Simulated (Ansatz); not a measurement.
## How the polycrystal shear modulus of rutile MgH₂ moves with the method

No measured value is used here.

```tsv
level (code)	value (GPa)	cell (Å³/atom)
LDA (Ansatz)	33.9	9.72
PBE (Ansatz)	33.9	10.24
PBEsol (Ansatz)	32.6	10.04
r²SCAN (Ansatz)	?	10.04
```

Task: Some entries are withheld; supply them.

Result: 
- r²SCAN (Ansatz, a first-principles code), value (GPa): 37.9

Each level is taken at its own relaxed cell. Cutoffs differ between the levels. Ansatz's density-functional and Hartree–Fock values are scalar-relativistic unless marked +SOC, with PAW data made under PBE.
